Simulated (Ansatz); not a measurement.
# InP: P vacancy, symmetric start

The reference is an 8-atom supercell of InP in the zinc blende structure (space group F-43m, No. 216; a = 5.9598 Å) at its relaxed geometry.

One thing is altered: a neutral P vacancy, symmetric start, atoms relaxed at fixed cell.

The values are results of Ansatz (a quantum-chemistry and plane-wave program) PBE, scalar-relativistic without spin-orbit coupling, earlier PAW set, not measurements. Γ-centred 4×4×4 mesh, Fermi–Dirac width 0.01 eV.

```csv
quantity,base,changed,shift
pressure,0.0 GPa,-1.9 GPa,-1.9 GPa
energy gained by relaxation,–,0.08 eV,–
largest displacement of a host atom from its site in the perfect cell,–,0.08 Å,–
mean distance from the defect site to its nearest host atoms,258 pm,250 pm,-8 pm
```

Final structure:

```xyz
7
Lattice="-5.9598 0.0000 0.0000 0.0000 0.0000 5.9598 0.0000 5.9598 0.0000" Properties=species:S:1:pos:R:3 pbc="T T T"
P     -4.4698     1.4899     4.4698
P     -4.4698     4.4698     1.4899
P     -1.4899     1.4899     1.4899
In    -0.0477    -0.0477    -0.0477
In    -2.9322     3.0276    -0.0477
In    -2.9322    -0.0477     3.0276
In    -0.0477     3.0276     3.0276
```

Cost of the whole job for the changed cell (relaxation, final SCF and bands): about 70 core-seconds (a rough figure).

Other magnetic orders, which the real material may have, were not ruled out. In so small a cell the defect repeats every few ångströms: this is an ordered compound, not a dilute defect. The mesh was chosen for an insulator and is coarse for the gapless case. The defect started on the symmetric site and kept its symmetry, so it may sit on a saddle. Starting moments died away, wholly or in part, for P vacancy; another magnetic solution may exist. The defect cell is spin-polarised and ends with 0.1 μB.
